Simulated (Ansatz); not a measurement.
Base system: SrHfO3 (space group I4/mcm, No. 140; a = 5.714 Å, c = 8.271 Å; a cell from a computed database, its experimental status unchecked). Axes: x, y, z lie along a, b, c of the conventional cell.

The values are results of PBEsol/PAW in Ansatz (an electronic-structure program), spin-orbit coupling left out, not measurements.

Base values:

The band gap comes out as 4.09 eV and the smallest direct gap is 4.09 eV.

Perturbation: uniaxial stress, 5 GPa compression along z, with the cell and atoms free to relax against it.

**Question.** What happens to the strain response, energy relative to the base, band gap and smallest direct gap?

**Answer.** The strain response (xx, yy, zz) is (+0.37, +0.37, −1.39) %; the energy grows by 2.9 meV/atom; the band gap increases by 0.046 eV to 4.13 eV; the smallest direct gap grows by 0.063 eV (4.09 eV → 4.16 eV).

Spin-orbit coupling, missing from the scalar runs, can matter with Hf. Beyond what the load breaks, stability against distortions was not tested.
